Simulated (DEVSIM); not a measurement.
Device: Si p-i-n diode, at 250 K.

```csv
layer (left to right),material,thickness (μm),Nd (cm⁻³),Na (cm⁻³),τn (s),τp (s)
1,Si,1.40,-,6.8e18,2.7e-7,2.7e-7
2,Si,44.0,6.1e11,-,2.7e-7,2.7e-7
3,Si,0.730,2.1e18,-,2.7e-7,2.7e-7
```

Left contact: ohmic. Right contact: ohmic. Voltage is applied to the left contact. Recombination: SRH at mid-gap, radiative, Auger. Mobility is μmin + (μ − μmin)/(1 + (N/Nref)^α).

The device is made up for the run: typed textbook-type constants, with dimensions and the other settings drawn at random. Values at 300 K; Nc and Nv go as T^1.5, mobilities as T to minus their exponent, the gap by Varshni's rule with the affinity fixed.

```csv
parameter,Si
gap (eV),1.124
affinity (eV),4.05
permittivity,11.7
Nc (cm⁻³),2.86e19
Nv (cm⁻³),3.1e19
μn (cm²/Vs),1417
μp (cm²/Vs),470
"μn,min",52
"μp,min",45
"Nref,n",9.7e16
"Nref,p",2.2e17
αn,0.68
αp,0.72
T exponent of μn,2.3
T exponent of μp,2.2
B (cm³/s),4.7e-15
Cn (cm⁶/s),2.8e-31
Cp (cm⁶/s),9.9e-32
Varshni α (eV/K),0.000473
Varshni β (K),636
```

Simulated with DEVSIM: 1D drift-diffusion, Boltzmann statistics, complete ionisation; no tunnelling, impact ionisation, image-force lowering or self-heating.

Q: Tabulate band edges, carrier densities and field at -20.0 V on the left contact.

A: Energies count from the Fermi level of the right contact; mesh points crowd at the junctions.

```tsv
x (μm)	Ec (eV)	Ev (eV)	n (cm⁻³)	p (cm⁻³)	field (V/cm)
0.000	21.109	19.973	< 1e2	6.8e18	≈ 0
0.05010	21.109	19.973	< 1e2	6.8e18	≈ 0
0.2102	21.109	19.973	< 1e2	6.8e18	≈ 0
0.6834	21.109	19.973	< 1e2	6.8e18	≈ 0
1.256	21.109	19.973	< 1e2	6.8e18	≈ 0
1.369	21.109	19.973	< 1e2	6.8e18	≈ 0
1.409	21.029	19.893	< 1e2	1.7e17	-34000
1.526	20.915	19.779	< 1e2	8.2e14	-5500
1.867	20.745	19.609	< 1e2	3.0e11	-4900
2.914	20.229	19.093	1100	180000	-4900
6.194	18.619	17.483	5800	170000	-4900
23.40	10.341	9.205	31000	95000	-4700
38.67	3.227	2.091	55000	28000	-4600
43.27	1.130	-0.006	62000	6200	-4500
44.97	0.360	-0.776	1.2e12	< 1e2	-4500
45.28	0.216	-0.920	9.6e14	< 1e2	-5200
45.38	0.140	-0.997	3.3e16	< 1e2	-16000
45.41	0.050	-1.086	2.1e18	< 1e2	-310
45.55	0.050	-1.086	2.1e18	< 1e2	≈ 0
45.84	0.050	-1.086	2.1e18	< 1e2	≈ 0
46.05	0.050	-1.086	2.1e18	< 1e2	≈ 0
46.13	0.050	-1.086	2.1e18	< 1e2	≈ 0
```
